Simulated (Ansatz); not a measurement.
Fluorite NiSi2, treated with PBE (plane waves, PAW; Ansatz, a first-principles code).

Settings: plane-wave cutoff 520 eV, 14×14×14 k mesh, Fermi–Dirac smearing 0.1 eV, perturbation theory, no spin polarisation, scalar-relativistic PAW data made under PBE.

Computed at the level's own relaxed cell.

Harmonic phonon frequencies (cm⁻¹; i marks an imaginary mode):

```json
[
 {"q point": "Γ", "frequencies": "0 0 0 296 296 296 317 317 317"},
 {"q point": "X", "frequencies": "132 132 242 242 242 250 363 363 394"},
 {"q point": "L", "frequencies": "98 98 252 285 285 333 333 333 373"}
]
```

No imaginary mode appears at these points.
